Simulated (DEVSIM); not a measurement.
Structure: Ru/SiO2/n-Si capacitor, at 300 K.

```tsv
layer (left to right)	material	thickness (nm)	Nd (cm⁻³)
1	SiO2	2.70	-
2	Si	4500	1.6e16
```

Metal gate on the left, work function 4.7 eV. Fixed charge at the semiconductor interface 0 cm⁻² (in units of +e); no interface traps.

Constants are typed, rounded textbook-type inputs, not results; the design itself was drawn at random and stands for no fabricated device. Values at 300 K.

| parameter | SiO2 | Si |
|---|---|---|
| gap (eV) | 9 | 1.124 |
| affinity (eV) | 0.9 | 4.05 |
| permittivity | 3.9 | 11.7 |
| Nc (cm⁻³) | - | 2.86e19 |
| Nv (cm⁻³) | - | 3.1e19 |

Model (solved in DEVSIM): 1D Poisson equation in equilibrium, Boltzmann statistics, complete ionisation; no quantum confinement or tunnelling. Metal contacts follow the ideal Schottky-Mott rule: no Fermi-level pinning, no interface dipoles.

Task: Tabulate band edges, carrier densities and field at -0.1 V on the gate.

Result: Energies count from the Fermi level of the right contact; mesh points crowd at the junctions.

```csv
x (μm),Ec (eV),Ev (eV),n (cm⁻³),p (cm⁻³),field (V/cm)
0.000,3.900,-5.100,< 1e2,< 1e2,-150000
0.0009163,3.886,-5.114,< 1e2,< 1e2,-150000
0.001922,3.872,-5.128,< 1e2,< 1e2,-150000
0.002824,0.710,-0.414,3.4e7,3.4e12,-49000
0.004972,0.699,-0.425,5.2e7,2.3e12,-49000
0.009022,0.680,-0.444,1.1e8,1.1e12,-48000
0.01731,0.641,-0.483,4.9e8,2.4e11,-46000
0.04512,0.523,-0.601,4.6e10,2.5e9,-39000
0.09337,0.365,-0.759,2.1e13,5500000,-27000
0.1951,0.212,-0.912,7.8e15,15000,-5200
0.4094,0.194,-0.930,1.6e16,7300,≈ 0
1.129,0.194,-0.930,1.6e16,7300,≈ 0
2.328,0.194,-0.930,1.6e16,7300,≈ 0
3.506,0.194,-0.930,1.6e16,7300,≈ 0
4.130,0.194,-0.930,1.6e16,7300,≈ 0
4.332,0.194,-0.930,1.6e16,7300,≈ 0
4.423,0.194,-0.930,1.6e16,7300,≈ 0
4.465,0.194,-0.930,1.6e16,7300,≈ 0
4.490,0.194,-0.930,1.6e16,7300,≈ 0
4.497,0.194,-0.930,1.6e16,7300,≈ 0
4.501,0.194,-0.930,1.6e16,7300,≈ 0
4.503,0.194,-0.930,1.6e16,7300,≈ 0
```
